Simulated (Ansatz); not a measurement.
# Effect of uniaxial strain ε_xx = +1.00 % on WC

The reference is WC (space group P-6m2, No. 187; a = 2.899 Å, c = 2.827 Å; relaxed with 0.1 eV smearing). Axes: x lies along a and z along c of the hexagonal cell.

Now apply this change: uniaxial strain ε_xx = +1.00 %, all other strain components held at zero, atoms relaxed at fixed cell.

Level of theory: PBEsol (Ansatz, a first-principles code), no SOC. k-mesh 23×23×20 (Γ-centred); smearing 0.1 eV (Fermi–Dirac).

| quantity | base | changed | shift |
|---|---|---|---|
| space group | P-6m2 (No. 187) | Amm2 (No. 38) | – |
| shortest interatomic distance | 2.191 Å | 2.193 Å | +0.0026 Å |
| energy relative to the base (free energy F) | 0 meV/atom | +2.3 meV/atom | +2.3 meV/atom |
| pressure (mean of the normal stresses, compression positive) | 0.0 GPa | -3.8 GPa | -3.8 GPa |
| band gap | zero | zero | – |
| stress (xx, yy, zz, yz, xz, xy; compression positive) | – | (-7.1, -2.4, -1.8, 0.0, 0.0, 0.0) GPa | – |

Cost of the whole job for the changed cell (relaxation, final SCF and bands): about 110 core-seconds (a rough figure).

Stability against distortions was not tested. The final runs are not spin-polarised.
